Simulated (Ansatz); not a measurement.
**ZnAu, response to strain**

The parent structure is ZnAu in the CsCl type structure (space group Pm-3m, No. 221; a = 3.129 Å; relaxed with 0.1 eV smearing). Axes: x, y, z lie along the cube axes.

Strains are applied to the cell and any free atomic positions relax; under biaxial strain the out-of-plane vector relaxes too.

All numbers come from PBEsol in Ansatz (plane waves to 420 eV, PAW, no spin-orbit coupling).

```json
[
 {"biaxial strain, plane normal [111], relaxed out of plane (%)": "0", "out-of-plane strain (%)": "0.00"},
 {"biaxial strain, plane normal [111], relaxed out of plane (%)": "0.42", "out-of-plane strain (%)": "-0.38"},
 {"biaxial strain, plane normal [111], relaxed out of plane (%)": "0.83", "out-of-plane strain (%)": "-0.73"},
 {"biaxial strain, plane normal [111], relaxed out of plane (%)": "1.25", "out-of-plane strain (%)": "-1.07"},
 {"biaxial strain, plane normal [111], relaxed out of plane (%)": "1.67", "out-of-plane strain (%)": "-1.40"},
 {"biaxial strain, plane normal [111], relaxed out of plane (%)": "2.08", "out-of-plane strain (%)": "?"},
 {"biaxial strain, plane normal [111], relaxed out of plane (%)": "2.5", "out-of-plane strain (%)": "-1.99"}
]
```

**Question.** Fit ε⊥ = −νε + γε² (strains in %) to the rows shown and predict the withheld row.

**Answer.** Least squares on the printed values gives ν = 0.92 (the biaxial Poisson response) and γ = 0.050 (largest residual 0.00 %); this predicts -1.70 %, and the run gives -1.70 %, in agreement.

Stability against distortions was not tested.

Ansatz is a program for electronic structure.
